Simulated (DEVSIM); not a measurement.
Device: Al/TiO2/p-In0.53Ga0.47As capacitor, at 250 K.

| layer (left to right) | material | thickness (nm) | Na (cm⁻³) |
|---|---|---|---|
| 1 | TiO2 | 7.80 | - |
| 2 | In0.53Ga0.47As | 4600 | 7.5e14 |

Metal gate on the left, work function 4.1 eV. Fixed charge at the semiconductor interface -1.6e11 cm⁻² (in units of +e); no interface traps.

Constants are typed, rounded textbook-type inputs, not results; the design itself was drawn at random and stands for no fabricated device. Values at 300 K; Nc and Nv go as T^1.5, mobilities as T to minus their exponent, the gap by Varshni's rule with the affinity fixed.

```csv
parameter,TiO2,In0.53Ga0.47As
gap (eV),3.2,0.74
affinity (eV),3.9,4.51
permittivity,60,13.9
Nc (cm⁻³),-,2.1e17
Nv (cm⁻³),-,7.7e18
Varshni α (eV/K),-,0.00035
Varshni β (K),-,190
```

Simulated with DEVSIM: 1D Poisson equation in equilibrium, Boltzmann statistics, complete ionisation; no quantum confinement or tunnelling. Metal contacts follow the ideal Schottky-Mott rule: no Fermi-level pinning, no interface dipoles.

Problem. Tabulate band edges, carrier densities and field at -0.7 V on the gate.

Solution. Energies count from the Fermi level of the right contact; mesh points crowd at the junctions.

```tsv
x (μm)	Ec (eV)	Ev (eV)	n (cm⁻³)	p (cm⁻³)	field (V/cm)
0.000	0.900	-2.300	< 1e2	< 1e2	6400
0.001276	0.901	-2.299	< 1e2	< 1e2	6400
0.003524	0.902	-2.298	< 1e2	< 1e2	6400
0.006078	0.904	-2.296	< 1e2	< 1e2	6400
0.007881	0.295	-0.459	1.8e11	3.2e9	6900
0.009440	0.296	-0.458	1.7e11	3.4e9	6900
0.01296	0.299	-0.456	1.5e11	3.8e9	6900
0.02532	0.307	-0.448	1.0e11	5.6e9	6700
0.04877	0.323	-0.432	5.0e10	1.1e10	6500
0.1016	0.356	-0.399	1.1e10	5.3e10	6000
0.2209	0.420	-0.334	5.4e8	1.1e12	4800
0.6402	0.541	-0.213	2000000	2.9e14	1200
1.435	0.561	-0.193	770000	7.5e14	≈ 0
2.913	0.561	-0.193	770000	7.5e14	≈ 0
4.035	0.561	-0.193	770000	7.5e14	≈ 0
4.355	0.561	-0.193	770000	7.5e14	≈ 0
4.496	0.561	-0.193	770000	7.5e14	≈ 0
4.559	0.561	-0.193	770000	7.5e14	≈ 0
4.592	0.561	-0.193	770000	7.5e14	≈ 0
4.601	0.561	-0.193	770000	7.5e14	≈ 0
4.606	0.561	-0.193	770000	7.5e14	≈ 0
4.608	0.561	-0.193	770000	7.5e14	≈ 0
```
